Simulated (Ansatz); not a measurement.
# Short convergence ladders for BN (F-43m, 2 atoms in the cell)

```xyz
2
Lattice="0.0000 1.7985 1.7985 1.7985 0.0000 1.7985 1.7985 1.7985 0.0000" Properties=species:S:1:pos:R:3 pbc="T T T"
B      0.0000     0.0000     0.0000
N      0.8992     0.8992     0.8992
```

Base method: PBE, PAW files (plane waves; Ansatz, a first-principles code).

Base settings: basis.ecutwfc = 30.9 Ry; kpoints.mp_grid.grid = 12 12 12; hamiltonian.xc = pbe; hamiltonian.pseudopotentials = {kind: paw} (the program's default PAW files); scf.occupations.method = fermi_dirac; scf.occupations.width = 0.0015 Ry.

Core times come from one kind of shared machine, to one figure; runs under 30 s give none.

**Zone-centre phonons against the cutoff**

In this ladder: scf.occupations.method = fixed; scf.occupations.width = default; phonons.method = dfpt; phonons.dielectric = true; phonons.rigid_motions = translations.

The mesh stays at the base's, so the ladder's end is converged at best in this setting alone.

Frequencies are those of the unrelaxed cell, without the LO-TO term of polar crystals.

Only quantities that move along the ladder and can be compared are tabulated.

ε∞ and Born charges come from denser meshes that the program picks itself.

| basis.ecutwfc | highest zone-centre frequency (cm⁻¹) | largest Born charge (mean of the diagonal) (e) | mean ε∞ |
|---|---|---|---|
| 15.4 Ry | 1058.4 | 1.853 | 4.760 |
| 18.4 Ry | 1110.1 | 1.880 | 4.618 |
| 21.7 Ry | 1077.7 | 1.901 | 4.595 |
| 26.1 Ry | 1056.8 | 1.903 | 4.593 |
| 30.9 Ry | 1054.3 | 1.903 | 4.592 |
| 37.1 Ry | 1054.5 | 1.903 | 4.592 |
| 46.3 Ry | 1054.6 | 1.903 | 4.592 |

Coarsest basis.ecutwfc that holds the mean ε∞ within 0.1 of the last step, with all finer ones: 18.4 Ry; the step before is off by 0.17.

Coarsest basis.ecutwfc that holds the highest zone-centre frequency within 2 cm⁻¹ of the last step, with all finer ones: 30.9 Ry; the step before is off by 2.2 cm⁻¹.

Coarsest basis.ecutwfc that holds the largest Born charge (mean of the diagonal) within 0.005 e of the last step, with all finer ones: 21.7 Ry; the step before is off by 0.023 e.

**Zone-centre phonons against the mesh**

In this ladder: scf.occupations.method = fixed; scf.occupations.width = default; phonons.method = dfpt; phonons.dielectric = true; phonons.rigid_motions = translations.

Frequencies are those of the unrelaxed cell, without the LO-TO term of polar crystals.

Only quantities that move along the ladder and can be compared are tabulated.

```tsv
kpoints.mp_grid.grid	highest zone-centre frequency (cm⁻¹)
4 4 4	1059.8
5 5 5	1056.0
6 6 6	1054.8
8 8 8	1054.3
10 10 10	1054.3
15 15 15	1054.3
19 19 19	1054.3
23 23 23	1054.3
29 29 29	1054.3
```

Coarsest kpoints.mp_grid.grid that holds the highest zone-centre frequency within 2 cm⁻¹ of the last step, with all finer ones: 5 5 5; the step before is off by 5.6 cm⁻¹.

**The q mesh of the phonons**

In this ladder: scf.occupations.method = fixed; scf.occupations.width = default; phonons.method = dfpt; phonons.dielectric = true; phonons.rigid_motions = translations.

Only quantities that move along the ladder and can be compared are tabulated.

Thermal sums run over frequencies interpolated from this q mesh.

| phonons.qmesh | zero-point energy (meV/atom) | vibrational free energy at 300 K (meV/atom) | core time / last (rough) |
|---|---|---|---|
| 1 1 1 | 141.59 | 137.04 | – |
| 2 2 2 | 158.89 | 155.87 | – |
| 3 3 3 | 159.15 | 156.26 | 0.2 |
| 4 4 4 | 159.29 | 156.48 | 0.3 |
| 6 6 6 | 159.30 | 156.51 | 1 |

Coarsest phonons.qmesh that holds the zero-point energy within 0.5 meV/atom of the last step, with all finer ones: 2 2 2; the step before is off by 18 meV/atom.

Coarsest phonons.qmesh that holds the vibrational free energy at 300 K within 0.5 meV/atom of the last step, with all finer ones: 3 3 3, at about 0.2 of the last step's time; the step before is off by 0.64 meV/atom.

On the base run: the starting cell has typed, rounded lattice constants, without a prior relaxation at this level. Its lattice was rescaled by up to half a per cent. In the base run, with a pressure of about 9 GPa the cell is away from its equilibrium volume at this level.

Keys are those of Ansatz 0.2.
